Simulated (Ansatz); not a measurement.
An ideal cubic perovskite cell is held by its symmetry; such compounds can tilt or shift off centre at room temperature.

 Where the default PAW files enter, the runs use the earlier of Ansatz's two default sets.

Data:

```yaml
crystal:
  lattice:
    - [5.94863, 0.00000, 0.00000]
    - [0.00000, 5.94863, 0.00000]
    - [0.00000, 0.00000, 5.94863]
  atoms:
    - { symbol: Cs, position: [0.00000, 0.00000, 0.00000] }
    - { symbol: Pb, position: [0.50000, 0.50000, 0.50000] }
    - { symbol: Br, position: [0.50000, 0.50000, 0.00000] }
    - { symbol: Br, position: [0.00000, 0.50000, 0.50000] }
    - { symbol: Br, position: [0.50000, 0.00000, 0.50000] }
```

Space group of this cell: Pm-3m, cubic perovskite. The cell is taken as given.

The current runs along the normal of the first two printed vectors, the (001) plane. All runs by Ansatz (a first-principles code), plane waves and PAW, without spin-orbit coupling; the base is r2SCAN.

```csv
run,mean pressure (GPa),gap (eV),mid-gap κ (1/Å)
base,-0.1,2.07,0.122
all lengths scaled by 0.98,1.3,1.81,0.107
all lengths scaled by 1.02,-1.2,…,…
lda in place of r2scan,-1.9,1.55,0.100
"lengths across the current scaled by 0.98, ions clamped",0.8,1.79,0.113
"lengths across the current scaled by 1.02, ions clamped",-0.8,2.17,0.129
"lengths along the current scaled by 0.97, ions clamped",0.6,…,…
"lengths along the current scaled by 1.03, ions clamped",-0.6,2.04,0.130
pbesol in place of r2scan,-0.8,…,…
```

Task: Fill in the missing entries.

Result: 
- all lengths scaled by 1.02, gap (eV): 2.28
- all lengths scaled by 1.02, mid-gap κ (1/Å): 0.134
- lengths along the current scaled by 0.97, ions clamped, gap (eV): 1.85
- lengths along the current scaled by 0.97, ions clamped, mid-gap κ (1/Å): 0.114
- pbesol in place of r2scan, gap (eV): 1.59
- pbesol in place of r2scan, mid-gap κ (1/Å): 0.102
